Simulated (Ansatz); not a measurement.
Base system: Hf in the hcp (Mg type) structure (space group P6_3/mmc, No. 194; a = 3.198 Å, c = 5.047 Å).

Structures relaxed with r2SCAN, PAW, 500 eV (Ansatz, a first-principles code; scalar-relativistic without spin-orbit coupling).

Base:

Simulated powder pattern, Cu Kα, λ = 1.54184 Å (kinematic, ideal powder, no thermal factors, no anomalous dispersion; the 8 strongest lines at most, above 2 %, up to 2θ = 90°):

| 2θ (°) | I/Imax (%) | hkl |
|---|---|---|
| 32.33 | 24 | (100) |
| 35.57 | 25 | (002) |
| 37.03 | 100 | (101) |
| 48.82 | 16 | (102) |
| 57.65 | 19 | (110) |
| 64.84 | 20 | (103) |
| 69.61 | 22 | (112) |
| 70.52 | 16 | (201) |

Modification: a hydrostatic pressure of 10 GPa.

After the change:

Simulated powder pattern, Cu Kα, λ = 1.54184 Å (kinematic, ideal powder, no thermal factors, no anomalous dispersion; the 8 strongest lines at most, above 2 %, up to 2θ = 90°):

| 2θ (°) | d (Å) | I/Imax (%) | hkl |
|---|---|---|---|
| 33.23 | 2.696 | 24 | (100) |
| 36.53 | 2.460 | 25 | (002) |
| 38.06 | 2.364 | 100 | (101) |
| 50.21 | 1.817 | 15 | (102) |
| 59.37 | 1.557 | 19 | (110) |
| 66.77 | 1.401 | 20 | (103) |
| 71.76 | 1.315 | 22 | (112) |
| 72.73 | 1.300 | 16 | (201) |

The indices refer to the base's conventional cell; one index is shown for lines that coincide.

Load acts through the strain it causes; cell and atoms are relaxed under it. Stability against distortions was not tested. No other phases were tried under pressure. All final runs are without spin polarisation.
